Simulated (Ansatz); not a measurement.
## Hf: stress against strain

Hf (hcp, P6_3/mmc, 22.363 Å³/atom at rest, c along z) under an equal strain ε in the (0001) plane with the normal axis free, as in a coherent film. r2SCAN in Ansatz, a plane-wave DFT program (PAW, default set), 500 eV, 21×21×12 Γ-centred mesh, Fermi-Dirac smearing 0.10 eV; ions are relaxed within the symmetry of each cell. Stress is positive for a compressed cell.

Here s stands for strain and y for stress xx.

```csv
strain (%),stress xx (GPa)
-1.50,3.48
-1.00,2.29
-0.50,1.13
0.00,0.00
0.50,-1.10
1.00,-2.16
1.50,-3.19
3.00,?
```

The 7 complete rows are fitted with a straight line, y against s. Means: s 0, y 0.064. About the means, the sum of products is -15.570 and the sum of squares of s is 7.0000; the slope is their ratio. Least squares gives y = 0.064 - 2.2243·s. Residuals (row less fit): 0.080, 0.002, -0.046, -0.064, -0.052, 0.000, 0.082; standard error 0.066 (degrees of freedom: 5). The slope gives the biaxial elastic modulus of this plane = 222 ± 3 GPa.

Task: Estimate the missing y (s = 3.00); what did the run itself give?

Result: y = 0.064 - 2.2243 × 3.0 = -6.609 GPa. The calculation gives -6.04 GPa, 0.569 GPa above the prediction (6.0 % of the range of y in the table). The row lies outside the fitted rows, so this is an extrapolation. From the scatter of the fitted rows alone, a prediction at this place has a standard error of 0.103 GPa, so the miss is 5.5 times that.

One order more, fitted to all 13 runs of the series, follows each within 0.02, so the miss is the next term of a smooth law. In a metal these values are sensitive to mesh and smearing; energies are taken to zero smearing, stresses follow the free energy. Rows are the converged runs of the series near zero and its far end; series whose fitted rows scatter by over a few per cent of the range, as at a crossing or softening among them, aren't shown in this form. Most that stay on the fit to the last digits aren't either.
